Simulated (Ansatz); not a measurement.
Consider Si in the diamond structure (space group Fd-3m, No. 227; a = 5.434 Å). Axes: x, y, z lie along the cube axes.

Level of theory: PBEsol/PAW in Ansatz (an electronic-structure program), no SOC.

Strains are applied to the cell and any free atomic positions relax.

One change was made to it. Results:

| quantity | base | after |
|---|---|---|
| pressure (mean of the normal stresses, compression positive) | -0.01 GPa | -2.22 GPa |
| energy relative to the base (free energy F) | 0 meV/atom | +6.0 meV/atom |
| smallest direct gap | 2.52 eV | 2.41 eV |

Q: What was done to the base?
A. uniaxial strain ε_zz = +2.00 %
B. uniaxial strain ε_zz = +0.50 %
C. uniaxial strain ε_zz = −2.50 %
D. uniaxial strain ε_zz = +2.50 %

A: D, uniaxial strain ε_zz = +2.50 %. For comparison, the pressure in the other runs: uniaxial strain ε_zz = −2.50 % gives 2.47 GPa; uniaxial strain ε_zz = +2.00 % gives -1.80 GPa; uniaxial strain ε_zz = +0.50 % gives -0.47 GPa.

Stability against distortions was not tested.
